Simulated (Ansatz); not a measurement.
Take Nb in the bcc (W type) structure (space group Im-3m, No. 229; a = 3.271 Å) as the base.

Modification: every Nb is replaced by Mo, then cell and atoms are relaxed.

Levels (all Ansatz, a program for electronic structure, PAW): PBEsol (420 eV, no spin-orbit coupling); r2SCAN (500 eV, no spin-orbit coupling).

The geometry is relaxed with PBEsol.

```
Quantity          Result
---------------  -------
PBEsol pressure  0.0 GPa
```

Task: Predict the pressure from r2SCAN.

Result: The pressure goes from zero to 5.7 GPa.

Single points use the geometry relaxed with PBEsol. Their cutoffs differ, which shifts pressures a little. No phonon test of stability was made. The final runs are not spin-polarised.
